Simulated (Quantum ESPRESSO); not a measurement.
A working Quantum ESPRESSO input for AgBiSeS (P4/mmm, 4 atoms in the cell) (DFT, PBEsol, plane waves, PseudoDojo standard norm-conserving (PBESOL) pseudopotentials):

```fortran
&CONTROL
  calculation = 'scf'
  prefix = 'AgBiSeS'
  outdir = './tmp/'
  pseudo_dir = './'
  tprnfor = .true.
  tstress = .true.
/
&SYSTEM
  ibrav = 0
  nat = 4
  ntyp = 4
  ecutwfc = 90
  occupations = 'smearing'
  smearing = 'gauss'
  degauss = 0.0099958
/
&ELECTRONS
  conv_thr = 1.0e-11
  mixing_beta = 0.7
/
ATOMIC_SPECIES
Ag   107.8682  Ag.upf
Bi   208.9804  Bi.upf
Se    78.9710  Se.upf
S     32.0600  S.upf
ATOMIC_POSITIONS {bohr}
Ag    0.0000000000    0.0000000000    0.0000000000
Bi    3.8023651785    3.8023651785    5.5958097571
Se    3.8023651785    3.8023651785    0.0000000000
S     0.0000000000    0.0000000000    5.5958097571
K_POINTS {automatic}
7 7 5  0 0 0
CELL_PARAMETERS {bohr}
   7.6047303570     0.0000000000     0.0000000000
   0.0000000000     7.6047303570     0.0000000000
   0.0000000000     0.0000000000    11.1916195142
```

The run converged in 12 iterations: free energy E − TS -10033.6032 eV; Fermi level (on the code's own zero) 10.20 eV; pressure -3.67 GPa. Each of these slips is then made, one at a time:

(1)
```diff
+  nbnd = 26
```

(2)
```diff
-   7.6047303570     0.0000000000     0.0000000000
-   0.0000000000     7.6047303570     0.0000000000
-   0.0000000000     0.0000000000    11.1916195142
+   4.0242492612     0.0000000000     0.0000000000
+   0.0000000000     4.0242492612     0.0000000000
+   0.0000000000     0.0000000000     5.9223506520
```

Predict the outcome of each change.


(1) Too few bands. The program stopped before any SCF iteration.
```
Error in routine setup (1):
too few bands
```

(2) Cell lengths in the wrong unit (bohr against Å). The run converged in 14 iterations without an error; against the sound input the free energy rises by 15100 eV/atom and the pressure goes from -3.67 to 318700 GPa.

The starting cell comes from a database of computed structures (which also holds hypothetical and non-ambient phases and stackings), without a prior relaxation at this level. In the base run, with a pressure of about -4 GPa the cell is away from its equilibrium volume at this level. The run gives no clean gap (levels at the Fermi energy touch, overlap or are partly filled at this smearing), which alone does not show that the compound is a metal.

Left out of this page: 3 runs of the series outside the window shown, repeating another row's setting, or not comparable.
